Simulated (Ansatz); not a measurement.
The starting structures come from a database of crystals and need not be the phases stable at ambient conditions.

```xyz
12
Lattice="5.6406 0.0000 0.0000 0.0000 5.6406 0.0000 0.0000 0.0000 5.6406" Properties=species:S:1:pos:R:3 pbc="T T T"
Mg     4.2304     0.0000     2.8203
Mg     1.4101     0.0000     2.8203
Mg     2.8203     1.4101     0.0000
Mg     2.8203     4.2304     0.0000
Mg     0.0000     2.8203     4.2304
Mg     0.0000     2.8203     1.4101
O      4.2304     2.8203     0.0000
O      1.4101     2.8203     0.0000
O      0.0000     1.4101     2.8203
O      0.0000     4.2304     2.8203
O      2.8203     0.0000     4.2304
O      2.8203     0.0000     1.4101
```

Space group of this cell: Pm-3n. The cell is taken as given; by r2SCAN its mean pressure is -3.3 GPa.

The current runs along the normal of the first two printed vectors, the (001) plane. All runs by Ansatz (an electronic-structure program), plane waves and PAW, without spin-orbit coupling; the base is r2SCAN.

| run | mean pressure (GPa) | gap (eV) | mid-gap κ (1/Å) |
|---|---|---|---|
| base | -3.3 | 3.32 | 0.326 |
| all lengths scaled by 0.98 | 2.8 | 3.45 | 0.336 |
| all lengths scaled by 1.02 | -7.9 | ___ | ___ |
| lengths across the current scaled by 0.98, ions clamped | 0.6 | 3.34 | 0.335 |
| lengths across the current scaled by 1.02, ions clamped | -6.5 | ___ | ___ |
| lengths along the current scaled by 0.97, ions clamped | -0.4 | ___ | ___ |
| lengths along the current scaled by 1.03, ions clamped | -5.7 | 3.16 | 0.324 |

Task: Fill in the missing entries.

Result: 
- all lengths scaled by 1.02, gap (eV): 3.18
- all lengths scaled by 1.02, mid-gap κ (1/Å): 0.316
- lengths across the current scaled by 1.02, ions clamped, gap (eV): 3.11
- lengths across the current scaled by 1.02, ions clamped, mid-gap κ (1/Å): 0.315
- lengths along the current scaled by 0.97, ions clamped, gap (eV): 3.18
- lengths along the current scaled by 0.97, ions clamped, mid-gap κ (1/Å): 0.323
